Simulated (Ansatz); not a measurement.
# MgO: energy against volume

MgO (rock salt, Fm-3m, 9.355 Å³/atom and stress up to 0.01 GPa in the relaxed cell, cube axes along x, y and z) under an equal strain ε along all three axes. PBEsol in Ansatz, a plane-wave DFT program (PAW, default set), 420 eV, 13×13×13 Γ-centred mesh, Fermi-Dirac smearing 0.05 eV; ions are relaxed, or left where forces stay under 0.02 eV/Å, within the symmetry of each cell.

Here V stands for volume and E for E less E0.

| volume (Å³/atom) | E less E0 (meV/atom) | pressure (GPa) |
|---|---|---|
| 8.5376 | ? | ? |
| 8.8044 | 17.68 | 10.82 |
| 8.9399 | 9.82 | 7.84 |
| 9.0767 | 4.33 | 5.06 |
| 9.2149 | 1.07 | 2.45 |
| 9.3545 | 0.00 | 0.01 |
| 9.4956 | 1.05 | -2.28 |
| 9.6380 | 4.02 | -4.41 |
| 9.7818 | 8.89 | -6.41 |
| 9.9271 | 15.58 | -8.27 |

Using the third-order Birch-Murnaghan form, a cubic in V^(-2/3), estimate the missing E at V = 8.5376 from the other rows, showing the fit.

With u = V^(-2/3) - 0.225, the rows have u = 0.009531, 0.007155, 0.004817, 0.002513, 0.000244, -0.001993, -0.004195, -0.006364, -0.008503. Least squares gives E = 0.031 - 93.99·u + 204107·u² + 10930·u³. Residuals (row less fit): -0.006, 0.008, 0.015, -0.014, -0.020, 0.021, 0.004, -0.003, -0.001; standard error 0.017 (degrees of freedom: 5). Its minimum lies at u = 0.000230, so V0 = (0.225230)^(-3/2) = 9.355. There d²E/du² = 408200 and d³E/du³ = 65580, so B0 = (4/9) × 9.355^(-7/3) × 408200 × 0.160218 = 158 GPa (the last factor turns the table's units into GPa), and B0' = 4 + (2/3) × 0.225230 × (65580)/408200 = 4.0. B0' rests on the cubic coefficient alone and has a standard error of 0.1 from these residuals. At the withheld row, u = 0.014392, so E = 0.031 - 93.99 × 0.014392 + 204107 × 0.014392² + 10930 × 0.014392³ = 40.987 meV/atom. The calculation gives 41.00 meV/atom, 0.013 meV/atom above the prediction (0.0 % of the range of E in the table). The row lies outside the fitted rows, so this is an extrapolation. From the scatter of the fitted rows alone, a prediction at this place has a standard error of 0.080 meV/atom, so the miss is 0.2 times that.

Other structures, which can take over under pressure, weren't tried. The same form fitted to the pressure column gives B0' = 4.1; series where the two differ by over 0.4 aren't shown. Rows are the converged runs of the series near zero and its far end, less any whose ions stayed unrelaxed beside relaxed ones; series whose fitted rows scatter by over a few per cent of the range, as at a crossing or softening among them, aren't shown in this form.
